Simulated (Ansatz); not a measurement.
## Response to strain in W

Take W in the bcc (W type) structure (space group Im-3m, No. 229; a = 3.135 Å; relaxed with 0.1 eV smearing) as the base. Axes: x, y, z lie along the cube axes.

Strains are applied to the cell and any free atomic positions relax; under biaxial strain the out-of-plane vector relaxes too.

All numbers come from LDA in Ansatz (plane waves to 420 eV, PAW, no spin-orbit coupling).

| biaxial strain, plane normal [001], relaxed out of plane (%) | out-of-plane strain (%) |
|---|---|
| -3 | 2.66 |
| -2.5 | 2.16 |
| -2 | 1.69 |
| -1.5 | 1.24 |
| -1 | 0.81 |
| -0.5 | ? |
| 0 | 0.00 |

Problem. Fit ε⊥ = −νε + γε² (strains in %) to the rows shown and predict the withheld row.

Solution. Least squares on the printed values gives ν = 0.77 (the biaxial Poisson response) and γ = 0.040 (largest residual 0.00 %); this predicts 0.39 %, and the run gives 0.40 %, in agreement.

Stability against distortions was not tested. All final runs are without spin polarisation.

Ansatz is a first-principles code.
